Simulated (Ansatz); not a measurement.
Input:

End structure of a constructed model of the (100) surface of fcc Rh, a layer of Ge in place of the second plane (bottom of the slab: a bare face, its two planes held):

```xyz
6
Lattice="2.7082 0.0000 0.0000 0.0000 2.7082 0.0000 0.0000 0.0000 25.5000" Properties=species:S:1:pos:R:3 pbc="T T T"
Rh     1.3541     1.3541     8.0945
Rh     0.0000     0.0000    10.0095
Rh     1.3541     1.3541    11.8966
Rh     0.0000     0.0000    13.8771
Ge     1.3541     1.3541    15.6607
Rh     0.0000     0.0000    17.2850
```

Model: 6-atom slab, 9.3 Å thick at the start (thin: gaps and levels are the slab's own), 14x14x1 mesh, Fermi-Dirac 0.1 eV, dipole correction, 2 atoms held, the rest relaxed; symmetry of the start imposed; no spin, no spin-orbit, no U. It is one candidate, not shown to be the stable structure of the face.

What is the computed work function of the top face (PBE (Ansatz, a program for electronic structure))?

4.88 eV
